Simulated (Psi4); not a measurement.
Psi4 1.11, PBE0/def2-svp: Al(F)(H)(iPr) (C[CH](C)[AlH][F]), 13 atoms. The geometry is a generated start, not checked to be a minimum at this level.

- task: energy
- method: pbe0
- basis: def2-svp
- memory: 3 GB
- maxiter: 100
- keys of the molecule block: symmetry c1
- scf_type: df (default)
- e_convergence: 1e-06 (default)
- d_convergence: 1e-06 (default)
- dft_radial_points: 75 (default)
- dft_spherical_points: 302 (default)
- basis functions: 114
- grid points: 278513

```xyz
13

Al    -0.3056     1.8889    -0.0489
F      1.0076     2.7173     0.5048
H     -1.4846     2.7964    -0.4005
C     -0.3645    -0.1208    -0.2418
C     -0.4930    -0.8356     1.1154
C      0.8793    -0.6526    -0.9788
H     -1.2487    -0.3946    -0.8386
H     -0.5137    -1.9182     0.9829
H      0.3516    -0.5909     1.7608
H     -1.4074    -0.5347     1.6278
H      0.9421    -0.2341    -1.9836
H      0.8480    -1.7404    -1.0575
H      1.7890    -0.3807    -0.4419
```

With the defaults (diis = true, scf_initial_accelerator = adiis, damping_percentage = 0, level_shift = 0, level_shift_cutoff = 0.01, soscf = false, guess = auto, which took SAD, diis_start = 1, diis_max_vecs = 10) it converges in 8 SCF iterations. One run each on 2 threads, with these changes:
- guess = core
- diis_start = 4
- guess = sapgau
- diis = false, scf_initial_accelerator = none, damping_percentage = 60
- guess = gwh
- scf_initial_accelerator = ediis
- level_shift = 0.1, level_shift_cutoff = 0.001
- soscf = true
- diis_max_vecs = 6

Question: Name the settings that don't reach the solution of the defaults.

Answer: No convergence: diis = false, scf_initial_accelerator = none, damping_percentage = 60 (the run ends without SCF convergence in 100 iterations). The rest reach the solution of the defaults.

```
setting                                                                SCF iterations  JK calls             end
---------------------------------------------------------------------  --------------  --------  --------------
soscf = true                                                                        6        17   same solution
the defaults                                                                        8         9   same solution
level_shift = 0.1, level_shift_cutoff = 0.001                                       8         9   same solution
scf_initial_accelerator = ediis                                                     8         9   same solution
diis_max_vecs = 6                                                                   8         9   same solution
guess = sapgau                                                                     10        10   same solution
guess = gwh                                                                        10        10   same solution
diis_start = 4                                                                     13        14   same solution
guess = core                                                                       14        14   same solution
diis = false, scf_initial_accelerator = none, damping_percentage = 60             100       101  no convergence
```

An SOSCF iteration holds several JK calls; a Hückel guess adds calls on atoms.
